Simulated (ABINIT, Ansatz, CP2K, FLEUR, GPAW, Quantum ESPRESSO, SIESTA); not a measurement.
Code comparison for YSF (P4/nmm, 6 atoms in the cell)

Self-consistent single point.

```
YSF
1.0
    3.76469     0.00000     0.00000
    0.00000     3.76469     0.00000
    0.00000     0.00000     6.81165
Y S F
2 2 2
Direct
  0.00000   0.50000   0.22723
  0.50000   0.00000   0.77277
  0.00000   0.50000   0.64557
  0.50000   0.00000   0.35443
  0.00000   0.00000   0.00000
  0.50000   0.50000   0.00000
```

Shared settings, as Ansatz (a program for electronic structure) writes them: kpoints.mp_grid.grid = 6 6 4; scf.occupations.method = fixed. Potentials and cutoffs stand in the table.

```csv
code,model,pressure (GPa),largest force (eV/Å),gap on the mesh (eV),cutoff
CP2K,"LDA (Pade form), GPW, DZVP-MOLOPT-SR-GTH basis, GTH-PADE potentials (GTH_POTENTIALS)",-6.16,0.122,1.157,grid 550 Ry
Ansatz,"LDA (PW92), default PAW files made with PBE",-6.06,0.184,1.152,default
ABINIT,"LDA (PW92), norm-conserving pseudopotentials (PseudoDojo nc-sr-04 LDA standard)",-5.81,0.197,1.157,42 Ha
FLEUR,"LDA (Perdew-Zunger), all-electron FLAPW (FLEUR), scalar-relativistic valence",–,0.248,1.158,Kmax 3.9 1/bohr
SIESTA,"LDA PW92, numerical atomic orbitals TZP, PseudoDojo LDA standard norm-conserving potentials (rewritten from UPF to PSML)",-7.17,0.295,1.119,grid 300 Ry
GPAW,"LDA (Perdew-Wang 92), GPAW PAW datasets LDA (gpaw-data 1.0.1)",–,0.217,1.158,950 eV
Quantum ESPRESSO,"LDA (PZ), GBRV 1.5 ultrasoft (LDA) pseudopotentials",-5.95,0.182,1.153,40 Ry
```

Size of the force on each atom (eV/Å): Sizes of forces hide their directions.

| code | Y1 | Y2 | S3 | S4 | F5 | F6 |
|---|---|---|---|---|---|---|
| CP2K | 0.122 | 0.122 | 0.077 | 0.077 | 0.000 | 0.000 |
| Ansatz | 0.184 | 0.184 | 0.079 | 0.079 | 0.000 | 0.000 |
| ABINIT | 0.197 | 0.197 | 0.076 | 0.076 | 0.000 | 0.000 |
| FLEUR | 0.248 | 0.248 | 0.067 | 0.067 | 0.000 | 0.000 |
| SIESTA | 0.295 | 0.295 | 0.157 | 0.157 | 0.000 | 0.000 |
| GPAW | 0.217 | 0.217 | 0.075 | 0.075 | 0.000 | 0.000 |
| Quantum ESPRESSO | 0.182 | 0.182 | 0.078 | 0.078 | 0.000 | 0.000 |

A dash marks a value that a program does not give, or that is left out as unsure.

Gaps are read on the mesh.

The spread over the programs that give each value: pressure within 1.36 GPa; largest force within 0.173 eV/Å; gap on the mesh within 0.039 eV.

CP2K and SIESTA use small atom-centred bases, whose incompleteness enters pressures, forces and empty levels differently from a plane-wave cutoff. FLEUR treats all electrons, but the usual bases taken here (sphere radii, linearisation, local orbitals, empty states) were not tested for convergence, so the values are no reference for the others. Ansatz's pressure is given at a fixed set of plane waves, as the other plane-wave codes print theirs; with its correction for the finite basis it is -5.72 GPa (the shift of 0.34 GPa shows how far the cutoff is from converged). The pressure of GPAW is left out: its cutoff lies under the one at which its stress was checked. The same LDA comes in different parametrisations, which differ slightly. In the pressure, SIESTA (by 1.22) lies more than 1 GPa from the median of the plane-wave programs. In the force vectors, SIESTA (by 0.105) lies more than 0.08 eV/Å from the median of the plane-wave programs.

The starting cell comes from a database of computed structures (which also holds hypothetical and non-ambient phases and stackings), without a prior relaxation at this level. Its lattice was rescaled by a random factor within 2.5 % of one.

Keys are those of Ansatz 0.2.
